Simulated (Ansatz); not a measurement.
Relaxation of the outer planes of the (210) surface of rock-salt NaCl in its 1x1 cell (cut with top plane Cl + Na, bottom plane Cl + Na), outermost plane spacing 1.27 Å in the ideal cut.

These are PBE (plane waves to 420 eV, PAW; Ansatz, a first-principles code) values and carry that method's errors.

Model: 20-atom slab, Cl10Na10, 11.5 Å thick at the start, 5x4x1 mesh, Fermi-Dirac 0.025 eV, dipole correction, all atoms relaxed; held to the part of the start's symmetry that mesh and held atoms allow; no spin, no spin-orbit, no U.

| plane | atoms | bulk spacing to the next (Å) | relaxed spacing (Å) | change (%) | rumpling (Å) |
|---|---|---|---|---|---|
| 1 | Cl + Na | 1.274 | … | … | … |
| 2 | Cl + Na | 1.274 | 1.074 | -15.7 | 0.06 (Cl outermost) |

### Question
Fill in the missing entries.

### Answer

- 1, relaxed spacing (Å): 1.314
- 1, change (%): 3.2
- 1, rumpling (Å): 0.18 (Cl outermost)
